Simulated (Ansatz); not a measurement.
A periodic model of amorphous Ru$_{20}$Si$_{30}$:

```xyz
50
Lattice="8.8884 0.0000 0.0000 0.0000 8.8884 0.0000 0.0000 0.0000 8.8884" Properties=species:S:1:pos:R:3 pbc="T T T"
Ru     2.3077     6.0755     7.1459
Ru     8.5153     5.1957     6.3523
Ru     3.2083     3.2011     7.3664
Ru     3.8658     0.3697     0.9984
Ru     3.2361     7.9787     5.1427
Ru     5.5897     2.3552     6.3391
Ru     5.0139     4.3176     3.8764
Ru     8.1232     3.6384     0.9106
Ru     8.8303     8.0195     1.4286
Ru     3.6125     3.2914     1.3670
Ru     2.3792     1.3399     3.3931
Ru     6.7803     5.8889     8.7651
Ru     7.9445     7.0354     4.1143
Ru     4.7906     7.4561     7.6727
Ru     0.1852     2.8382     4.5665
Ru     0.5153     2.3938     7.4211
Ru     1.4518     5.5636     1.6735
Ru     7.8819     0.3572     5.8612
Ru     4.3698     6.2883     1.6251
Ru     6.6588     0.3802     2.8764
Si     5.3909     0.3994     4.9392
Si     0.8428     7.4525     5.7178
Si     6.3382     0.4508     7.6572
Si     1.7737     4.1921     5.7654
Si     2.5566     7.4289     0.2201
Si     2.1659     1.7154     0.1150
Si     2.9616     5.6811     3.6604
Si     0.2511     6.5312     8.4080
Si     2.4982     7.9056     2.6878
Si     4.4256     5.0362     8.3490
Si     7.5399     1.3085     0.8067
Si     4.3790     5.9341     5.7356
Si     7.2889     2.7655     2.9754
Si     5.8582     4.3048     1.5406
Si     5.1643     2.3473     8.7323
Si     0.0944     0.3806     3.5477
Si     1.5474     1.0211     5.6686
Si     3.6231     2.7238     4.9444
Si     1.4603     4.2571     8.5942
Si     6.8836     7.0625     6.3600
Si     5.4954     7.0590     3.6502
Si     1.1266     3.1425     2.3426
Si     4.7499     1.8353     2.8734
Si     0.0439     0.1602     8.0517
Si     6.9608     3.9159     5.1328
Si     0.5702     5.2010     3.9263
Si     7.1900     3.6534     7.5975
Si     6.0476     7.9112     1.0158
Si     7.9494     5.8830     2.0042
Si     3.7745     0.7236     7.0450
```

Method: PBE, scalar-relativistic without spin-orbit coupling (plane waves to 420 eV, PAW; Ansatz, a program for electronic structure).

Preparation: random packing, a CHGNet melt and quench, and a DFT relaxation. The hot cell started wider than the set density and was brought back towards it in steps. It is the lowest in DFT energy of 2 quenches. It is a model cell: composition and starting density were chosen by hand, and all elements were melted together. No dispersion term was used. Its density started from a set value of 6.65 and ended at 6.77 g/cm³. The simulated quench (nominally 240 K/ps over its main leg) is rapid and tends to freeze in more defects than a deposited or slowly cooled glass has. A cell of this size samples the disorder only roughly. The volume was free in the relaxation, at fixed shape. Stress components on the final sampling reach 1.2 GPa. On a 2×2×2 Γ-centred mesh force components of up to 0.23 eV/Å stay, since the relaxation ran on one k-point at (1/4, 1/4, 1/4).

Neighbours within Ru-Ru 3.46 Å, Ru-Si 3.02 Å, Si-Si 2.74 Å count as bonded.

Question: Give the coordination numbers, mean bond lengths and angles.

Answer: 
| Item | Result |
|---|---|
| Mean coordination of Ru | 11.35 (4 with 10, 7 with 11, 7 with 12, 2 with 13) |
| Mean coordination of Si | 7.30 (8 with 6, 9 with 7, 10 with 8, 2 with 9, 1 with 10) |
| Mean Ru-Si bond | 2.512 Å (spread 0.128 Å, 141 counted) |
| Mean Ru-Ru bond | 3.000 Å (spread 0.133 Å, 43 counted) |
| Mean Si-Si bond | 2.590 Å (spread 0.087 Å, 39 counted) |
| Bond angle at Ru | mean 96.6°, spread 33.8° |
| Bond angle at Si | mean 98.6°, spread 32.3° |

Question: What Bader charges do the atoms carry, from a run on one k-point at (1/4, 1/4, 1/4)?

Answer: Means (range): Ru -0.72 e (-0.94 to -0.51), Si +0.48 e (+0.28 to +0.67).
```tsv
atom	charge (e)
Ru1	-0.73
Ru2	-0.74
Ru3	-0.80
Ru4	-0.60
Ru5	-0.51
Ru6	-0.93
Ru7	-0.73
Ru8	-0.89
Ru9	-0.56
Ru10	-0.62
Ru11	-0.70
Ru12	-0.67
Ru13	-0.66
Ru14	-0.56
Ru15	-0.79
Ru16	-0.69
Ru17	-0.79
Ru18	-0.72
Ru19	-0.67
Ru20	-0.94
Si21	+0.42
Si22	+0.42
Si23	+0.44
Si24	+0.50
Si25	+0.44
Si26	+0.67
Si27	+0.28
Si28	+0.44
Si29	+0.34
Si30	+0.48
Si31	+0.37
Si32	+0.33
Si33	+0.59
Si34	+0.48
Si35	+0.45
Si36	+0.45
Si37	+0.40
Si38	+0.57
Si39	+0.65
Si40	+0.53
Si41	+0.38
Si42	+0.50
Si43	+0.50
Si44	+0.36
Si45	+0.65
Si46	+0.54
Si47	+0.57
Si48	+0.58
Si49	+0.66
Si50	+0.33
```
